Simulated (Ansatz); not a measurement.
**Amorphous Zr20O43Sc2**

The cell was made by melting and quenching with the CHGNet potential and then relaxed with DFT. O atoms were pushed apart under 1.9 Å during the dynamics, to hinder bonds among them. The hot cell started wider than the set density and was brought back towards it in steps. It is the lowest in DFT energy of 2 quenches. It is a model cell: composition and starting density were chosen by hand, and all elements were melted together. No dispersion term was used.

Methods: PBE, scalar-relativistic without spin-orbit coupling (Ansatz, a quantum-chemistry and plane-wave program); r2SCAN, scalar-relativistic without spin-orbit coupling (Ansatz); HSE06, scalar-relativistic without spin-orbit coupling (Ansatz). Geometry, pressure, stress and energy are those of the PBE run. Its sampling: a 2×2×2 Γ-centred mesh; Fermi-Dirac width 0.02 eV; no spin polarisation. Other functionals are single points at the zone centre (r2SCAN at 500 eV; exact exchange cut at the cell's faces), free to take moments where seeds were set. At PBE the levels at the filled edge of the gap are localised (band-tail or defect states).

| Quantity | Value |
|---|---|
| Number of atoms in the cell | 65 |
| Density (volume relaxed, without dispersion) | 5.19 g/cm^3 |
| Volume per atom | 12.82 Å³ |
| Pressure on a 2×2×2 Γ-centred mesh | 0.03 GPa |
| Largest force and stress component on that mesh (the relaxation ran on the zone centre alone) | 0.11 eV/Å and 0.1 GPa |
| Level gap on a 2×2×2 Γ-centred mesh (PBE) | 3.48 eV |
| Level gap at the zone centre (PBE) | 3.53 eV |
| Level gap at the zone centre (r2SCAN) | 3.96 eV |
| Level gap at the zone centre (HSE06) | 5.02 eV |

Cut-offs for bonds: Zr-Zr 3.41 Å, Zr-O 2.60 Å, Zr-Sc 3.41 Å, O-O 1.58 Å, O-Sc 2.60 Å, Sc-Sc 3.41 Å. Two cations that share two anions don't count as bonded, nor two that share one unless they lie closer than Zr-Zr 3.32 Å, Zr-Sc 3.32 Å, Sc-Sc 3.32 Å.

- Mean coordination of Zr by anions = 6.35 (1 with 5, 11 with 6, 8 with 7); 1 close contacts or bonds to cations besides
- Mean coordination of O = 3.19 (2 with 2, 31 with 3, 10 with 4)
- Mean coordination of Sc by anions = 5.00 (1 with 4, 1 with 6); 1 close contacts or bonds to cations besides
- Mean Zr-O bond = 2.157 Å (spread 0.111 Å, 127 counted)
- Mean O-Sc bond = 2.110 Å (spread 0.084 Å, 10 counted)

Its density started from a set value of 5.17 g/cm³. Cooling (nominally 300 K/ps over its main leg) ran many orders faster than in experiment, which tends to leave more defects and strain. Values belong to this one cell and scatter from quench to quench. Volume and shape were free in the relaxation.
